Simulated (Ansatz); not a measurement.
The reference is Ir in the fcc (Cu type) structure (space group Fm-3m, No. 225; a = 3.812 Å; relaxed with 0.1 eV smearing). Axes: x, y, z lie along the cube axes.

Computed with Ansatz (a quantum-chemistry and plane-wave program) LDA, no spin-orbit coupling.

Strains are applied to the cell and any free atomic positions relax.

One change was made to it. Results:

The energy goes up by 19 meV/atom; the pressure (mean of the normal stresses, compression positive) goes from zero to 11.1 GPa.

**Question.** Which of these changes matches the shifts?
(A) uniaxial strain ε_zz = −1.50 %
(B) uniaxial strain ε_zz = +2.50 %
(C) uniaxial strain ε_zz = +1.00 %
(D) uniaxial strain ε_zz = +3.00 %
(E) uniaxial strain ε_zz = −2.50 %

**Answer.** E, uniaxial strain ε_zz = −2.50 %. For comparison, the energy relative to the base in the other runs: uniaxial strain ε_zz = −1.50 % gives +6.7 meV/atom; uniaxial strain ε_zz = +1.00 % gives +2.8 meV/atom; uniaxial strain ε_zz = +3.00 % gives +24 meV/atom; uniaxial strain ε_zz = +2.50 % gives +17 meV/atom.

Whether these cells are dynamically stable was not tested. The final runs are not spin-polarised.
